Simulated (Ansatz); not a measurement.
Ru (model structure, Im-3m, No. 229, 1 atoms in the cell) was calculated with r²SCAN (Ansatz, an electronic-structure program, plane waves, PAW).

Settings: plane-wave cutoff 560 eV, 26×26×26 k mesh, Fermi–Dirac smearing 0.05 eV, no spin polarisation, scalar-relativistic PAW data made under PBE.

Cell (relaxed at this level):

```
CELL_PARAMETERS angstrom
     -1.51647     1.51647     1.51647
      1.51647    -1.51647     1.51647
      1.51647     1.51647    -1.51647
ATOMIC_POSITIONS crystal
  Ru 0.00000 0.00000 0.00000
```

Question: Estimate the bulk modulus B0 that the calculation returns.

Answer: 
* **bulk modulus B0**: 306 GPa

Note: the run has no spin polarisation, so it can have missed a magnetic state; the bulk modulus is −V dP/dV from two relaxed cells at ±2 % in volume; the relaxation could raise the start's symmetry but not lower it, so the cell can be a saddle point.

Static lattice: no zero-point or thermal effects.

Computing time: about 40 core-seconds (a rough figure).

A model structure was made by putting elements into a prototype or built by hand; it is no filed structure, need not be a known phase, and can be a saddle point held by its symmetry.
